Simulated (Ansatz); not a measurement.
Base system: Mg$_{2}$Ge in the anti-fluorite structure (space group Fm-3m, No. 225; a = 6.3644 Å).

The values are results of DFT with PBEsol, PAW potentials and a 420 eV plane-wave cutoff in Ansatz (a first-principles code), no spin-orbit coupling, not measurements.

One change was made to it. Results:

The band gap goes from 0.08 eV to zero; the density rises by 0.664 g/cm³ to 3.79 g/cm³.

Task: Which change produced these results?
A) pressure 2.1 GPa
B) pressure −1 GPa
C) pressure 15 GPa

Result: C, pressure 15 GPa. For comparison, the band gap in the other runs: pressure 2.1 GPa gives zero; pressure −1 GPa gives 0.10 eV.

Load acts through the strain it causes; cell and atoms are relaxed under it. No phonon test of stability was made. No other phases were tried under pressure. The final runs are not spin-polarised. Gaps under 0.05 eV, about the width of the smearing, are given as zero. A zero or small gap of Mg2Ge can be the functional's error rather than a property of the material.
